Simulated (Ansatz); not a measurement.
The reference is CdTe in the zinc blende structure (space group F-43m, No. 216; a = 6.4887 Å).

Level of theory: PBEsol/PAW in Ansatz (a first-principles code), no spin-orbit coupling.

One change was made to it. Results:

The volume per atom falls by 9.58 Å³ to 24.57 Å³; the band gap rises by 0.93 eV to 1.58 eV.

Q: What was done to the base?
A) pressure 30 GPa
B) pressure 9 GPa
C) pressure 0.9 GPa
D) pressure −2 GPa

A: A, pressure 30 GPa. For comparison, the band gap in the other runs: pressure −2 GPa gives 0.49 eV; pressure 9 GPa gives 1.10 eV; pressure 0.9 GPa gives 0.71 eV.

With Te present, leaving out spin-orbit coupling can change the band edges. Load acts through the strain it causes; cell and atoms are relaxed under it. Stability against distortions was not tested. Measured, CdTe leaves this structure (for cinnabar) near 3.53 GPa (temperature not stated; as listed in Datta, Sujoy, Jana, Debnarayan, arXiv (2020)), on rising pressure, with hysteresis.
